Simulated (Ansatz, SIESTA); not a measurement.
## One structure in several programs: Na3Ga (P1, 4 atoms in the cell)

Self-consistent single point, at a second geometry (atoms moved at random). First geometry:

```
CELL_PARAMETERS angstrom
      4.94161     0.00000     0.00000
      0.00000     4.94161     0.00000
      0.00000     0.00000     4.94161
ATOMIC_POSITIONS crystal
  Na 0.50000 0.00000 0.50000
  Na 0.00000 0.50000 0.50000
  Na 0.50000 0.50000 0.00000
  Ga 0.00000 0.00000 0.00000
```

Second geometry:
```
CELL_PARAMETERS angstrom
      4.94161     0.00000     0.00000
      0.00000     4.94161     0.00000
      0.00000     0.00000     4.94161
ATOMIC_POSITIONS crystal
  Na 0.50922 0.00386 0.49840
  Na 0.99341 0.50467 0.49699
  Na 0.49787 0.48918 0.99661
  Ga 0.99950 0.00229 0.00800
```

Shared settings, as Ansatz (a program for electronic structure) writes them: kpoints.mp_grid.grid = 9 9 9; scf.occupations.method = fermi_dirac; scf.occupations.width = 0.136 eV. Potentials and cutoffs stand in the table.

```
code                                                                                                                       model  ΔF from the first geometry (meV/atom)  pressure (GPa)  largest force (eV/Å)       cutoff
------  ------------------------------------------------------------------------------------------------------------------------  -------------------------------------  --------------  --------------------  -----------
SIESTA  LDA PW92, numerical atomic orbitals DZP, PseudoDojo LDA standard norm-conserving potentials (rewritten from UPF to PSML)                                    1.3           -2.02                 0.068  grid 350 Ry
Ansatz                                                                                       LDA (PW92), PAW files made with PBE                                    1.1           -2.08                 0.064       420 eV
```

Size of the force on each atom (eV/Å): Sizes of forces hide their directions.

```json
[
 {"code": "SIESTA", "Na1": "0.068", "Na2": "0.065", "Na3": "0.056", "Ga4": "0.039"},
 {"code": "Ansatz", "Na1": "0.063", "Na2": "0.064", "Na3": "0.052", "Ga4": "0.031"}
]
```

The spread over the programs that give each value: ΔF from the first geometry within 0.2 meV/atom; pressure within 0.06 GPa; largest force within 0.004 eV/Å.

SIESTA uses small atom-centred bases, whose incompleteness enters pressures, forces and empty levels differently from a plane-wave cutoff. Ansatz's pressure is given at a fixed set of plane waves, as the other plane-wave codes print theirs.

The starting cell comes from a database of computed structures (which also holds hypothetical and non-ambient phases and stackings), without a prior relaxation at this level. Its lattice was rescaled by a random factor within 2.5 % of one. For this run, on top of that: atoms moved at random.

Left out of this page: CP2K (unsound by tests on forces, stress, charge or solver warnings).

Keys are those of Ansatz 0.2.
